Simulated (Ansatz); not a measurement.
The starting structures come from a database of crystals and need not be the phases stable at ambient conditions.

Crystal: ScCuO2 (P6_3/mmc, not sure to be the ambient phase, 8 atoms a cell, 12.8 Å³ an atom); planes in its conventional cell.

All values below come from r2SCAN (plane waves, PAW; Ansatz, a quantum-chemistry and plane-wave program).

The gap is the functional's own, uncorrected, and κ follows it; spin-orbit coupling is left out. Mid-gap values are interpolated between the computed energies.

| plane | area of the cell (Å²) | mid-gap κ (1/Å) | largest κ in the gap (1/Å) |
|---|---|---|---|
| (001) | 9.0 | 0.33 | 0.37 |
| (100) | 36.7 | [?] | [?] |

Q: The slowest decay depends on the direction. Supply the withheld values.

A: 
- (100), mid-gap κ (1/Å): 0.27
- (100), largest κ in the gap (1/Å): 0.27
